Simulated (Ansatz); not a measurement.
BP (I-4m2), HSE06, rigid bands (Ansatz, a first-principles code): Condition of this run: biaxial stress in (001) of -12 GPa (compression positive) (the target of the relaxation). band gap 1.25 eV, N_c = 1.15e19 cm⁻³ and N_v = 3.74e18 cm⁻³ at 300 K, conductivity masses along x (a = (0.00, 2.34, 2.22) Å; b = (2.34, 0.00, 2.22) Å; c = (2.34, 2.34, 0.00) Å) of 0.228 mₑ (electrons) and 0.263 mₑ (holes). Take k_BT = 0.02585 eV.

Q: Find the intrinsic carrier density and the intrinsic Fermi level.

A: n_i = √(N_c N_v) exp(−E_g/2k_BT) = 6.56e18 × exp(−24.18) = 2.1e8 cm⁻³. The level lies (k_BT/2) ln(N_v/N_c) = -15 meV from mid-gap (positive towards the conduction band). Each 0.1 eV added to the gap lowers n_i by a factor of 6.9.

Q: A film of it is 5 nm thick, with its normal along the direction named. Estimate the confinement energies in an infinite well.

A: ħ²π²/(2m t²) = 0.376 eV·nm²/(m/mₑ × t²) gives 66.0 meV for electrons and 57.2 meV for holes, so the gap would widen to about 1.37 eV. Finite barriers and nonparabolic bands lower this, and with several valleys or bands the heaviest mass along the normal sets the lowest level, not this average.

Q: What built-in voltage has an abrupt junction with N_A = 1e16 and N_D = 1e17 cm⁻³, all dopants ionised?

A: V_bi = E_g/e − (k_BT/e) ln(N_c N_v/(N_A N_D)) = 1.25 − 0.02585 × 10.67 = 0.97 V. It follows the computed gap one for one.

Rigid, parabolic bands with the computed gap; masses take one relaxation time for all states. Spin-orbit coupling is left out; where it splits the top of the valence band, N_v and the p-type Seebeck coefficient come out somewhat high without it. Geometry: cell and atoms relaxed with PBEsol.
